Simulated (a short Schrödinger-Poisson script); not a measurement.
**Gated In0.52Al0.48As/In0.53Ga0.47As modulation-doped gas in a quantum well**

Stack: gated In0.52Al0.48As/In0.53Ga0.47As modulation-doped gas in a quantum well, at 300 K.

```tsv
layer	material	thickness (nm)	Nd (cm⁻³)	Na (cm⁻³)
1	In0.52Al0.48As	15	-	-
2	In0.52Al0.48As	30	1.2e18	-
3	In0.52Al0.48As	2	-	-
4	In0.53Ga0.47As	6	-	-
5	In0.52Al0.48As	4000	-	5e14
```

The device is made up for the run: typed textbook-type constants, with dimensions and the other settings drawn at random. In0.52Al0.48As: permittivity 12.5, conduction-band edge (eV) 0.52, gap (eV) 1.45, electron mass (mₑ) 0.075, Nv at 300 K (cm⁻³) 1.1e19. In0.53Ga0.47As: permittivity 13.9, conduction-band edge (eV) 0, gap (eV) 0.74, Nv at 300 K (cm⁻³) 7.7e18.

Channel valleys (confinement mass, in-plane density-of-states mass, number): Γ 0.041, 0.041, 1. At the gate the conduction-band edge of layer 1 lies 0.65 eV − eVg above the Fermi level of the channel; the field vanishes at the back. Donor level 0.05 eV below the band edge. The barrier under the gate holds no holes. Gaps are held at their typed values at every temperature. Mesh 0.08 nm at interfaces.

From a short Schrödinger-Poisson script (our own, NumPy): 1D Poisson equation in equilibrium, electrons quantum, Hartree (BenDaniel-Duke, 40 states a valley, the channel's in-plane mass for all, wave functions free to enter the barrier), parabolic valleys, classical holes, donors ionised by Fermi statistics, acceptors fully, no traps, pinning or gate leakage.

```tsv
Vg (V)	electrons (cm⁻²)	in the channel layer	C (μF/cm²)	Γ E0 (meV)	Γ E1 (meV)
0.4	1.60e12	1.44e12	0.483	-90.0	71.4
0.3	1.57e12	1.43e12	0.451	-89.3	81.1
0.2	1.55e12	1.42e12	0.413	-88.4	91.3
0.1	1.52e12	1.40e12	0.375	-87.2	102.7
0	1.49e12	1.37e12	0.339	-85.4	116.5
-0.1	1.44e12	1.33e12	0.301	-82.7	133.9
-0.2	1.37e12	1.27e12	0.261	-78.5	156.9
-0.3	1.27e12	1.18e12	0.229	-72.5	185.8
-0.4	1.15e12	1.07e12	0.215	-65.1	217.1
-0.5	1.02e12	9.53e11	0.210	-57.1	231.9
-0.6	8.95e11	8.34e11	0.208	-48.6	241.8
-0.7	7.66e11	7.14e11	0.207	-39.7	251.8
-0.8	6.38e11	5.95e11	0.205	-30.3	262.2
-0.9	5.11e11	4.77e11	0.203	-20.1	273.3
-1	3.86e11	3.60e11	0.199	-8.6	285.6
-1.1	2.65e11	2.47e11	0.192	5.2	300.2
-1.2	1.50e11	1.40e11	0.177	23.5	319.2
-1.3	5.23e10	4.89e10	0.132	53.7	349.9
```

Subbands count from the Fermi level.
